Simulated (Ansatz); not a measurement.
Start from PbF2 (space group Pnma, No. 62; a = 6.4071 Å, b = 3.8641 Å, c = 7.6639 Å). Axes: x, y, z lie along a, b, c of the conventional cell.

Now apply this change: compressive biaxial strain of 1.71 % in the plane normal to [001], as in epitaxy on a mismatched substrate; the out-of-plane cell vector and the atoms relax.

Calculations: PBEsol in Ansatz (plane waves to 420 eV, PAW, no spin-orbit coupling).

Base, band edges from the VBM (valence, conduction): R -0.46, 4.71; S -0.50, 4.81; T -0.22, 4.33; Y -0.15, 4.77; U -0.62, 4.63; X -0.28, 4.29; Z -0.19, 4.85; Γ -0.24, 4.22 eV.

### Question
Give the band edges at the high-symmetry points of the new zone, measured from its valence-band maximum.

### Answer
| point | valence edge (eV) | conduction edge (eV) |
|---|---|---|
| Γ | -0.28 | 4.18 |
| X | -0.28 | 4.24 |
| S | -0.56 | 4.75 |
| Y | -0.15 | 4.66 |
| Z | -0.21 | 4.77 |
| U | -0.65 | 4.61 |
| R | -0.52 | 4.67 |
| T | -0.21 | 4.27 |

The gap is 4.18 eV, indirect, Y–Γ (29 % along) → Γ.

With Pb present, leaving out spin-orbit coupling can change the band edges. Whether these cells are dynamically stable was not tested.

Ansatz is an electronic-structure program.
